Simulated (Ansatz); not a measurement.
**A computed series for Be: thickness series**

Base system: Be in the hcp (Mg type) structure (space group P6_3/mmc, No. 194; a = 2.2631 Å, c = 3.5631 Å). Axes: x lies along a and z along c of the hexagonal cell.

Free-standing slabs (1 atom(s) a layer) normal to the z axis with 15 Å of vacuum; in-plane cell held at bulk.

The values are results of r2SCAN (Ansatz, a first-principles code; PAW; 500 eV plane waves; no spin-orbit coupling), earlier PAW set, not measurements.

Notes on the quantities. excess energy per area of both faces: slab less bulk energy over the cell's area: twice a surface energy; uncertain by up to 0.3 J/m²; layer's space group: with vacuum.

| case | excess energy per area of both faces | shortest interatomic distance | layer's space group | thickness between the outermost nuclei |
|---|---|---|---|---|
| base | – | 2.209 Å | – | – |
| 1 layer | – | 2.263 Å | P6/mmm (No. 191) | – |
| 2 layers | 3.6 J/m² | 2.263 Å | P-3m1 (No. 164) | 1.86 Å |
| 3 layers | 3.7 J/m² | 2.263 Å | P-6m2 (No. 187) | 3.70 Å |
| 4 layers | 3.7 J/m² | 2.237 Å | P-3m1 (No. 164) | 5.51 Å |
| 5 layers | 3.7 J/m² | 2.234 Å | P-6m2 (No. 187) | 7.29 Å |
| 6 layers | 3.7 J/m² | 2.228 Å | P-3m1 (No. 164) | 9.08 Å |
| 7 layers | 3.7 J/m² | (withheld) | P-6m2 (No. 187) | 10.88 Å |

Question: What belongs in the blanks?

Answer: 
- 7 layers, shortest interatomic distance: 2.223 Å

The excess energy carries the mismatch between the slab's and the bulk's meshes. No phonon test of stability was made.
